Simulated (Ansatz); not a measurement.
**Worked sum: formation energy of O_i in Ti (hcp, P6₃/mmc)**

This concerns the formation energy of O_i in Ti (hcp, P6₃/mmc). Reaction: 1/2 TiO2 (rutile) + 71/2 Ti (hcp) → cell A.

A: a supercell of 36 sites of Ti (hcp, P6₃/mmc) with O off the lattice sites (6 Ti at 2.08 Å); spin state with PBE: run without spin.

Setting: static, neutral cells in Ansatz (PAW) whose structures rest at the PBE level. Ansatz (an electronic-structure program) runs with its default PAW set. Other levels take these structures. The lattices are those relaxed with PBE, so at other levels the solids can be strained, which adds to the spread. Larger cells are relaxed from a start prepared with the learned potential CHGNet, on a coarser mesh till forces fall under 0.03 eV/Å, which some starts already meet. A dispersion term (D3(BJ), or D4 for r2SCAN) was computed beside these levels and is taken off wherever the name lacks it. The PAW files were made for PBE and serve at the other functionals too. Space groups of crystals are read within 0.01 Å. Mesh and cell size may move defect energies by 0.1 eV or more. Cell A has symmetry P-3m1 within 0.02 Å and got no random move, so less symmetric positions, which may lie lower, weren't tried.

Total energies of the cells in eV, at zero smearing width. They compare only within one column; the weights balance every element.

```csv
cell,atoms,weight,r2SCAN,r2SCAN+D4
A: Ti:O_i,37,+1,-90729.36922,-90731.89211
TiO2 (rutile),6,−1/4,-7292.55330,-7293.03452
Ti (hcp),36,−71/72,-90157.26885,-90159.68858
```

r2SCAN: (-90729.36922) − 1/4 × (-7292.55330) − 71/72 × (-90157.26885) = -1.146 eV.

r2SCAN+D4: (-90731.89211) − 1/4 × (-7293.03452) − 71/72 × (-90159.68858) = -1.163 eV.
